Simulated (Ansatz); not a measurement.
## ZnS: uniaxial strain ε_zz = +2.92 %

The parent structure is ZnS (space group R3m, No. 160).

```
CELL_PARAMETERS angstrom
      1.89188     1.09228     9.29991
     -1.89188     1.09228     9.29991
      0.00000    -2.18456     9.29991
ATOMIC_POSITIONS crystal
  Zn 0.00001 0.00001 0.00001
  Zn 0.77770 0.77770 0.77770
  Zn 0.55543 0.55543 0.55543
  S  0.91674 0.91674 0.91674
  S  0.47217 0.47217 0.47217
  S  0.69460 0.69460 0.69460
```

Cartesian axes are those of the cell as printed.

Now apply this change: the cell is stretched by 2.92 % along z with no lateral relaxation, atoms relaxed at fixed cell.

Level of theory: PBEsol (Ansatz, a program for electronic structure, PAW, without spin-orbit coupling). Settings: 10×10×10 k-points, 0.05 eV Fermi–Dirac smearing.

| quantity | base | changed | shift |
|---|---|---|---|
| volume per atom | 19.22 Å³ | 19.78 Å³ | +0.56 Å³ |
| space group | R3m (No. 160) | R3m (No. 160) | – |
| shortest interatomic distance | 2.318 Å | 2.336 Å | +0.018 Å |
| energy relative to the base (free energy F) | 0 meV/atom | +7.3 meV/atom | +7.3 meV/atom |
| pressure (mean of the normal stresses, compression positive) | 0.00 GPa | -2.16 GPa | -2.16 GPa |
| band gap | 2.13 eV | 1.92 eV | -0.21 eV |
| gap character | direct at Γ | direct at Γ | – |
| electron mass | 0.16 mₑ along c, 0.17 mₑ across (at Γ) | 0.14 mₑ along z, 0.17 mₑ across (at Γ) | – |
| valence-band top at Γ (three highest levels, from the VBM) | 0.00, 0.00, -0.06 eV | 0.00, 0.00, -0.21 eV | – |
| valley order (the lowest conduction-band minima on the path, energy above the VBM, named in the base's zone) | Γ 2.13 eV; L (0, 0, 1/2) 3.18 eV; F (1/2, 0, 1/2) 3.20 eV | Γ 1.92 eV; F (1/2, 0, 1/2) 3.06 eV; L (0, 0, 1/2) 3.07 eV | – |
| largest internal atomic displacement | – | 0.015 Å | – |
| stress (xx, yy, zz, yz, xz, xy; compression positive) | – | (-1.19, -1.19, -4.10, 0.00, 0.00, 0.00) GPa | – |

Final structure:

```
CELL_PARAMETERS angstrom
      1.89188     1.09228     9.57147
     -1.89188     1.09228     9.57147
      0.00000    -2.18456     9.57147
ATOMIC_POSITIONS crystal
  Zn 0.99950 0.99950 0.99950
  Zn 0.77720 0.77720 0.77720
  Zn 0.55494 0.55494 0.55494
  S  0.91723 0.91723 0.91723
  S  0.47270 0.47270 0.47270
  S  0.69509 0.69509 0.69509
```

Masses are band curvatures over ±0.01 Å⁻¹ around the edge. Stability against distortions was not tested. This is not the structure that ZnS has at room temperature and ambient pressure.
